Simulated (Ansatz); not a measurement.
An Ansatz (a program for electronic structure) run: Au with a change (Au → Pt); PBE in Ansatz (plane waves to 420 eV, PAW, no spin-orbit coupling), earlier PAW set.

Input:

Ansatz 0.2 input:
```yaml
crystal:
  lattice:
    - [0, 1.985043924, 1.985043924]
    - [1.985043924, 0, 1.985043924]
    - [1.985043924, 1.985043924, 0]
  atoms:
    - { symbol: Pt, position: [0, 0, 0] }
basis: { ecutwfc: 420, ecutrho_ratio: 4, xc_grid: 2, fft_grid_basis: typed }
kpoints: { mp_grid: { grid: [20, 20, 20] } }
hamiltonian:
  xc: pbe
  dispersion: none
  pseudopotentials: { azcp: { folder: ./paw }, kind: paw }
scf: { occupations: { method: fermi_dirac, width: 0.05 }, convergence: { dr2_threshold: 0.0000000001 } }
output: { forces: true, stress: true }
checkpoint: { write: state.ck, write_every: 1000 }
```

Output (explanatory and most iteration lines left out):

```
Pseudopotential: Pt, paw, valence charge 18
Crystal: 1 atoms, lattice volume = 15.644 Å³
Basis set: ecut = 420 eV, 331 PW (Γ), exchange–correlation on 40×40×40 points (8 copies of the dense FFT grid, shifted against one another)
Bands: 13, of which v1, the nominal top of the filled ones, is band 9 counted from 1 (8 counted from 0)
Symmetry: 48 space group operations
Space group: Fm-3m (ITA 225), of the structure as read, at distance tolerance 2.5e-5 Å
k-points: 256 of 8000
Functional: x = pbe(κ = 0.804, μ = 0.2195149727645171), c = pbe(β = 0.06672455060314922)
SCF iter   1: F=—  HF=-12525.056456 eV  |F-HF|=—  |Δ(HF+E_count)|=         —  Δρ=8.47e-2  dr2=1.09e0  ethr=3.10e-3  ⟨swp⟩=5.0  Hψ=17135  notcnv=0
SCF iter   2: F=—  HF=-12524.772575 eV  |F-HF|=—  |Δ(HF+E_count)|=   2.84e-1  Δρ=3.91e-2  dr2=2.17e-1  ethr=3.10e-3  ⟨swp⟩=2.0  Hψ=6313  notcnv=0
SCF 1 converged in 8 iterations: F = -12524.716141 eV  dr2 = 1.58e-11
SCF converged after 8 iterations
Free energy (F): -12524.716141 eV
Internal energy: -12524.701068 eV  (E = F + TS)
E sigma→0 (E₀):  -12524.708605 eV
Entropy (-TS):   -0.015072 eV (-15.072 meV/atom)
Fermi energy:    22.288410 eV
--- Forces (eV/Å), atoms counted from 1 ---
  atom   1  Pt    -0.00000000     0.00000000    -0.00000000
--- Stress (GPa, compression-positive) ---
       -0.000271      -0.000000       0.000000
        0.000000      -0.000271       0.000000
        0.000000       0.000000      -0.000271
  P = ⅓ Tr σ = -0.0003 GPa (-0.003 kbar)
```

Stability against distortions was not tested. The final runs are not spin-polarised. The cell was made from Au by this change: Au → Pt.
